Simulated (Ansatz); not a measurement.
Given:

```
CELL_PARAMETERS angstrom
      0.00000     1.76750     1.76750
      1.76750     0.00000     1.76750
      1.76750     1.76750     0.00000
ATOMIC_POSITIONS crystal
  C  0.50000 0.50000 0.50000
  C  0.75000 0.75000 0.75000
```

No spin polarisation.

Method: r2SCAN, PAW, 500 eV (Ansatz, a program for electronic structure; no spin-orbit coupling), earlier PAW set. Γ-centred 16×16×16 mesh, Fermi–Dirac width 0.05 eV.

Q: Predict the band gap, gap character and electron mass.

A: Band gap: 4.41 eV
Gap character: indirect, Γ → Γ–X (71 % along)
Electron mass: 1.8 mₑ along k, 0.27 mₑ across (off the special points)

Load acts through the strain it causes; cell and atoms are relaxed under it. Effective masses come from finite differences of ±0.01 Å⁻¹. Along k means along the line from Γ to the band edge. No phonon test of stability was made. No other phases were tried under pressure. The cell was made from C in the diamond structure (space group Fd-3m, No. 227) by this change: pressure 10 GPa.
